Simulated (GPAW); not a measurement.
# GPAW run on MnS (Fm-3m, 4 atoms in the cell): self-consistent single point

Computed with PBE, GPAW PAW datasets PBE (gpaw-data 1.0.1) (plane waves; GPAW).

This input was run:

```python
from ase import Atoms
from ase.units import GPa
from gpaw import GPAW, PW, FermiDirac

atoms = Atoms(['Mn', 'Mn', 'S', 'S'],
              cell=[[5.246100, 2.623050, 2.623050],
                    [2.623050, 5.246100, 2.623050],
                    [2.623050, 2.623050, 5.246100]],
              scaled_positions=[[0.000000, 0.000000, 0.000000],
                                [0.500000, 0.500000, 0.500000],
                                [0.250000, 0.250000, 0.250000],
                                [0.750000, 0.750000, 0.750000]],
              pbc=True)

atoms.set_initial_magnetic_moments([5.0, -5.0, 0.0, 0.0])

calc = GPAW(spinpol=True,
            mode=PW(800),
            xc='PBE',
            kpts={'size': (4, 4, 4), 'gamma': True},
            occupations=FermiDirac(0.02),
            nbands=-8,
            convergence={'forces': 0.001, 'bands': -6},
            symmetry={'symmorphic': False, 'tolerance': 0.0005},
            maxiter=150)

atoms.calc = calc

energy = atoms.get_potential_energy()
print('Energy (eV):', round(energy, 6))
forces = atoms.get_forces()
print('Forces (eV/Ang):')
print(forces.round(5))
stress = atoms.get_stress()
print('Stress (GPa, Voigt):', (stress / GPa).round(4))
```

Log, with long lists cut:

```
Input parameters:
  convergence: {bands: -6,
                forces: 0.001}
  kpts: {gamma: True,
         size: (4, 4, 4)}
  maxiter: 150
  mode: {ecut: 800.0,
         name: pw}
  nbands: -8
  occupations: {fixmagmom: False,
                name: fermi-dirac,
                width: 0.02}
  spinpol: True
  symmetry: {symmorphic: False,
             tolerance: 0.0005}
  xc: PBE

species:
  Mn:
    name: Manganese
    Z: 25.0
    valence: 15
    core: 10
    charge: 0.0
    file: Mn.PBE.gz

    # Using partial waves for Mn as LCAO basis

  S:
    name: Sulfur
    Z: 16.0
    valence: 6
    core: 10
    charge: 0.0
    file: S.PBE.gz

    # Using partial waves for S as LCAO basis

Reference energy: -84743.415941  # eV

Spin-polarized calculation.
Initial magnetic moment: 0.000000

Convergence criteria:
 Maximum [total energy] change in last 3 cyles: 0.0005 eV / valence electron
 Maximum integral of absolute [dens]ity change: 0.0001 electrons / valence electron
 Maximum integral of absolute [eigenst]ate change: 4e-08 eV^2 / valence electron
 Maximum change in the atomic [forces] across last 2 cycles: 0.001 eV/Ang OR
Maximum error relative to the maximum force is below inf
 Maximum number of scf [iter]ations: 150

Symmetries present (total): 12
Symmetries with fractional translations: 0
64 k-points: 4 x 4 x 4 Monkhorst-Pack grid + [1/8,1/8,1/8]
13 k-points in the irreducible part of the Brillouin zone
       k-points in crystal coordinates                weights
   0:     0.00000000    0.00000000    0.00000000          1/64
   1:     0.25000000    0.00000000   -0.25000000          6/64
   2:     0.25000000    0.00000000    0.00000000          6/64
   [... 7 lines left out ...]
          ...
  12:     0.50000000    0.50000000    0.50000000          1/64

Wave functions: Plane wave expansion
  Cutoff energy: 800.000 eV
  Number of coefficients (min, max): 3687, 3760
  Pulay-stress correction: 0.000000 eV/Ang^3 (de/decut=0.000000)

Occupation numbers: Fermi-Dirac:
  width: 0.0200  # eV

Eigensolver

Densities:
  Coarse grid: 42*42*42 grid
  Fine grid: 84*84*84 grid
  Total Charge: 0.000000

Density mixing:
  Method: difference
  Backend: pulay
  Linear mixing parameter: 0.05
  old densities: 5
  Damping of long wavelength oscillations: 50

Hamiltonian:
  XC and Coulomb potentials evaluated on a 84*84*84 grid
  External potential:
    NoExternalPotential

XC parameters: PBE with 2 nearest neighbor stencil

Number of atoms: 4
Number of atomic orbitals: 34
Number of bands in calculation: 29
Number of valence electrons: 42
Bands to converge: 23

Density initialized from atomic densities
  29 bands from LCAO basis set

Atomic positions and initial magnetic moments

Positions:
   0 Mn     0.000000    0.000000    0.000000    ( 0.0000,  0.0000,  5.0000)
   1 Mn     5.246100    5.246100    5.246100    ( 0.0000,  0.0000, -5.0000)
   2 S      2.623050    2.623050    2.623050    ( 0.0000,  0.0000,  0.0000)
   3 S      7.869150    7.869150    7.869150    ( 0.0000,  0.0000,  0.0000)

Unit cell:
           periodic     x           y           z      points  spacing
  1. axis:    yes    5.246100    2.623050    2.623050    42     0.0753
  2. axis:    yes    2.623050    5.246100    2.623050    42     0.0753
  3. axis:    yes    2.623050    2.623050    5.246100    42     0.0753

  Lengths:   6.425134   6.425134   6.425134
  Angles:   33.557310  33.557310  33.557310

Effective grid spacing dv^(1/3) = 0.0991

     iter     time        total  log10-change:         magmom
                         energy   eigst   dens  force
iter:   1 --:--:--   -29.505294   +0.40                  +0.0000
iter:   2 --:--:--   -29.624509   -0.40  -1.32           -0.0000
iter:   3 --:--:--   -29.462412   -0.98  -1.36           -0.0000
iter:   4 --:--:--   -29.574166   -1.49  -1.62           +0.0000
iter:   5 --:--:--   -29.627596   -1.34  -1.94           +0.0000
iter:   6 --:--:--   -29.638815   -2.47  -2.13           -0.0000
iter:   7 --:--:--   -29.523600   -1.49  -2.12           -0.0000
iter:   8 --:--:--   -29.515210   -2.73  -2.70           -0.0000
iter:   9 --:--:--   -29.512898c  -3.53  -2.94           +0.0000
iter:  10 --:--:--   -29.524523c  -2.94  -2.76           -0.0000
iter:  11 --:--:--   -29.531408c  -2.34  -2.84           -0.0000
iter:  12 --:--:--   -29.523850c  -3.60  -2.70           +0.0000
iter:  13 --:--:--   -29.523772c  -4.62  -2.98           +0.0000
iter:  14 --:--:--   -29.521660c  -3.27  -3.00           +0.0000
iter:  15 --:--:--   -29.521677c  -4.43  -3.91           +0.0000
iter:  16 --:--:--   -29.521705c  -5.13  -4.06c          +0.0000
iter:  17 --:--:--   -29.521752c  -4.71  -4.14c          +0.0000
iter:  18 --:--:--   -29.521839c  -5.01  -3.74           +0.0000
iter:  19 --:--:--   -29.521788c  -5.50  -3.57           +0.0000
iter:  20 --:--:--   -29.521776c  -5.35  -3.61           +0.0000
iter:  21 --:--:--   -29.521722c  -4.36  -3.67           +0.0000
iter:  22 --:--:--   -29.521699c  -5.57  -3.98           +0.0000
iter:  23 --:--:--   -29.521689c  -5.44  -4.21c          +0.0000
iter:  24 --:--:--   -29.521701c  -5.64  -4.40c          +0.0000
iter:  25 --:--:--   -29.521697c  -6.24  -4.42c          +0.0000
iter:  26 --:--:--   -29.521697c  -7.16  -4.96c          +0.0000
iter:  27 --:--:--   -29.521697c  -7.57c -4.82c          +0.0000
iter:  28 --:--:--   -29.521701c  -6.52  -4.73c          +0.0000
iter:  29 --:--:--   -29.521697c  -6.46  -4.40c          +0.0000
iter:  30 --:--:--   -29.521697c  -6.96  -5.18c          +0.0000
iter:  31 --:--:--   -29.521697c  -8.18c -5.59c -11.30c   +0.0000

Converged after 31 iterations.

Dipole moment: (-0.000000, -0.000000, -0.000000) |e|*Ang

Total magnetic moment: (0.000000, 0.000000, 0.000000)
Local magnetic moments:
   0 Mn ( 0.000000,  0.000000,  4.122362)
   1 Mn ( 0.000000,  0.000000, -4.122362)
   2 S  ( 0.000000,  0.000000,  0.000000)
   3 S  ( 0.000000,  0.000000,  0.000000)

Energy contributions relative to reference atoms: (reference = -84743.415941)

Kinetic:        +28.695412
Potential:      -24.496855
External:        +0.000000
XC:             -34.187585
Entropy (-ST):   -0.000000
Local:           +0.467330
SIC:             +0.000000
--------------------------
Free energy:    -29.521697
Extrapolated:   -29.521697

Spin contamination: 4.479854 electrons
Showing only first 2 kpts
                      Up                     Down
 Kpt  Band  Eigenvalues  Occupancy  Eigenvalues  Occupancy
  0    19      5.22257    1.00000      5.22257    1.00000
  0    20      5.22257    1.00000      5.22257    1.00000
  0    21      7.75442    0.00000      7.75442    0.00000
  0    22      7.75442    0.00000      7.75442    0.00000

  1    19      4.91110    1.00000      4.91110    1.00000
  1    20      5.80774    1.00000      5.80774    1.00000
  1    21      7.75068    0.00000      7.75068    0.00000
  1    22      7.94336    0.00000      7.94336    0.00000

Fermi level: 6.83076

Gap: 0.931 eV
Transition (v -> c):
  (s=0, k=12, n=20, [0.50, 0.50, 0.50]) -> (s=0, k=6, n=21, [0.50, 0.00, 0.00])
Direct/indirect transitions are different
Direct gap: 1.318 eV
Transition at: (s=0, k=12, n=20, [0.50, 0.50, 0.50])
Energy (eV): -29.521697

Forces in eV/Ang:
  0 Mn    0.00000    0.00000    0.00000
  1 Mn   -0.00000   -0.00000    0.00000
  2 S     0.00000    0.00000    0.00000
  3 S    -0.00000   -0.00000   -0.00000

Stress tensor:
     0.026445     0.002109     0.002109
     0.002109     0.026445     0.002109
     0.002109     0.002109     0.026445
Stress (GPa, Voigt): [4.237  4.237  4.237  0.3379 0.3379 0.3379]
```

The run converged in 31 iterations. GPAW prints stress with tension positive.

The starting cell has typed, rounded lattice constants, without a prior relaxation at this level. Its lattice was rescaled by up to half a per cent. The magnetic order is the one reached from the typed start; others were not searched systematically. With a pressure of about -4 GPa the cell is away from its equilibrium volume at this level.

Cost on one core of a shared machine: roughly 5 min.
